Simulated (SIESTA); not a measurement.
**How far to go with shifted k-point meshes: VW (Cmm2, 2 atoms in the cell)**

```
CELL_PARAMETERS angstrom
      1.55277    -2.23052     0.00000
      1.55277     2.23052     0.00000
      0.00000     0.00000     4.29276
ATOMIC_POSITIONS crystal
  V  0.00000 0.00000 0.01165
  W  0.50000 0.50000 0.50000
```

Level of theory: GGA PBEsol, numerical atomic orbitals DZP, PseudoDojo PBEsol standard norm-conserving potentials (rewritten from UPF to PSML) in SIESTA 5.4.2.

Base settings: XC.functional = GGA; XC.authors = PBEsol; potentials = PseudoDojo PBEsol standard; PAO.BasisSize = DZP; PAO.EnergyShift = 0.01 Ry; MeshCutoff = 300 Ry; kgrid.MonkhorstPack = 6 6 4; OccupationFunction = MP; OccupationMPOrder = 0; ElectronicTemperature = 1160.45 K.

Only quantities that move along the ladder and can be compared are tabulated.

The starting cell comes from a database of computed structures (which also holds hypothetical and non-ambient phases and stackings), without a prior relaxation at this level. Its lattice was rescaled by up to half a per cent. One atom was moved a little off its site on purpose. Spin polarisation is off. Values carry the incompleteness of an atom-centred basis. In the base run, with a pressure of about -10 GPa the cell is away from its equilibrium volume at this level. Without a gap this mesh is coarse (it stands for a supercell whose shortest vector is 16 Å).

```tsv
kgrid.MonkhorstPack	free energy less the last step's (meV/atom)	pressure (GPa)	largest difference of a force vector from the last step's (eV/Å)
2 2 2 shifted by 0.5 0.5 0.5	722.09	5.51	0.267
4 4 2 shifted by 0.5 0.5 0.5	0.77	-10.33	0.065
5 5 3 shifted by 0.5 0.5 0.5	-21.92	-10.66	0.080
6 6 4 shifted by 0.5 0.5 0.5	15.33	-10.28	0.008
7 7 5 shifted by 0.5 0.5 0.5	17.01	-10.32	0.029
9 9 6 shifted by 0.5 0.5 0.5	-3.33	-10.86	0.036
11 11 7 shifted by 0.5 0.5 0.5	0.61	-10.51	0.003
14 14 8 shifted by 0.5 0.5 0.5	-2.11	-10.72	0.001
17 17 10 shifted by 0.5 0.5 0.5	0.62	-10.66	0.002
20 20 12 shifted by 0.5 0.5 0.5	0.00	-10.62	0.000
```

Coarsest kgrid.MonkhorstPack that holds the pressure within 0.2 GPa of the last step, with all finer ones: 11 11 7 shifted by 0.5 0.5 0.5; the step before is off by 0.24 GPa.

Coarsest kgrid.MonkhorstPack that holds the forces within 0.01 eV/Å of the last step, with all finer ones: 11 11 7 shifted by 0.5 0.5 0.5; the step before is off by 0.036 eV/Å.

Coarsest kgrid.MonkhorstPack that holds the free energy within 5 meV/atom of the last step, with all finer ones: 9 9 6 shifted by 0.5 0.5 0.5; the step before is off by 17 meV/atom.

Two neighbours can agree and both be off: 6 6 4 shifted by 0.5 0.5 0.5 and 7 7 5 shifted by 0.5 0.5 0.5 differ by 0.04 GPa in the pressure, yet lie about 0.31 GPa from the last step.
